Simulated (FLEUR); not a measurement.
Worked example: self-consistent single point of Hf (P6_3/mmc, 2 atoms in the cell) in FLEUR.

Level of theory: PBE, all-electron FLAPW (FLEUR), scalar-relativistic valence in FLEUR.

The change in words: lattice scaled by 0.98. Reference geometry:
```xyz
2
Lattice="1.5786 -2.7342 0.0000 1.5786 2.7342 0.0000 0.0000 0.0000 4.9980" Properties=species:S:1:pos:R:3 pbc="T T T"
Hf     1.5786     0.9114     1.2495
Hf     1.5786    -0.9114     3.7485
```

Reference input (self-consistent single point, DFT, PBE, all-electron FLAPW (FLEUR), scalar-relativistic valence): Kmax = 3.8 1/bohr; GmaxXC = 13.3 1/bohr; xcFunctional = pbe; jspins = 1; l_soc = F; mode = gauss; fermiSmearingEnergy = 0.00367493 Htr; mesh (inpgen div1-3) = 8 8 5; inpgen gamma flag = true; Gmax = 13.3 1/bohr; numbands = 0; maxIterBroyd = 25. This run's input differs from it in these lines:

```diff
@@ -3,5 +3,5 @@
 &input film=f /
-2.9830682530 -5.1668257766 0.0000000000
-2.9830682530 5.1668257766 0.0000000000
-0.0000000000 0.0000000000 9.4448228250
+2.9234074782 -5.0634902835 0.0000000000
+2.9234074782 5.0634902835 0.0000000000
+0.0000000000 0.0000000000 9.2559258016
 1.0
@@ -43,5 +43,5 @@
          <bravaisMatrix>
-            <row-1>    2.9830682529999999    -5.1668257765999996     0.0000000000000000</row-1>
-            <row-2>    2.9830682529999999     5.1668257765999996     0.0000000000000000</row-2>
-            <row-3>    0.0000000000000000     0.0000000000000000     9.4448228249999993</row-3>
+            <row-1>    2.9234074782000001    -5.0634902835000002     0.0000000000000000</row-1>
+            <row-2>    2.9234074782000001     5.0634902835000002     0.0000000000000000</row-2>
+            <row-3>    0.0000000000000000     0.0000000000000000     9.2559258016000001</row-3>
          </bravaisMatrix>
```

Output, abridged:

```
 Iteration:     1   Distance:       9.62869769 me/bohr^3
 Iteration:     2   Distance:       8.61467403 me/bohr^3
 Iteration:     3   Distance:       4.70450654 me/bohr^3
 Iteration:     4   Distance:       1.04448361 me/bohr^3
 Iteration:     5   Distance:       0.87735801 me/bohr^3
   [... 5 lines left out ...]
 Iteration:    11   Distance:       0.00060554 me/bohr^3
 Iteration:    12   Distance:       0.00024106 me/bohr^3
 Iteration:    13   Distance:       0.00003715 me/bohr^3
 Iteration:    14   Distance:       0.00000395 me/bohr^3
 Run finished successfully
 Stop message:
   Structural relaxation: Done

[file out, last iteration]
             iter=     15
[...]
          total density-effective poten   -5.2228443177E+04
          total charge density-energy d   -6.1994882684E+02
 Updated energy parameters for spin:           1
[...]
 fermi energy and band-weighting factors:

[...]
FERMIE:
          first approx. to ef    (T=0)  :   0.455844 htr   (energy of the highest occ. eigenvalue)
          number of occ. states  (T=0)  :        775
          first approx. to seigv (T=0)  : -11.508472 htr
          sum of weights of occ. states :  26.012500
          sum of semicore charge        :   0.000000 e
          fermi energy=   0.45471 har   work function= -12.37334 ev
          number of valence electrons=  52.00000
     band-weighting factor for spin=    1
   [... lines left out ...]
          total moment                 =     0.00000
 Direct bandgap for spin            1 :    1.5838656548309904E-002  Htr
   [... lines left out ...]
 ---->    (input%tkb*entropy) TS=              0.0000000000 htr
 ---->    free energy=                    -30195.6659081459 htr
      extrapolation for T->0
 ---->    total electron energy=          -30195.6659081459 htr
 ***** TOTAL FORCES ON ATOMS *****
 TOTAL FORCE FOR ATOM TYPE=  1  X=  0.000   Y= -3.376   Z=  2.314
                       FX_TOT= 0.000000 FY_TOT= 0.000000 FZ_TOT= 0.000000
 Structural relaxation: Done
```

The run converged in 14 iterations. FLEUR gives forces in its relaxation mode, with a further iteration, so its stop message speaks of a relaxation. Against the reference run the total energy rises by 76.6 meV/atom.

The starting cell has typed, rounded lattice constants, without a prior relaxation at this level. Its lattice was rescaled by a random factor within 2.5 % of one. For this run, on top of that: lattice scaled by 0.98. Spin-orbit coupling is off. Values depend on the basis (sphere radii, cutoffs, local orbitals), which need not be converged. The log's line on a gap gives a spacing of levels on this mesh, which the program prints for metals too.
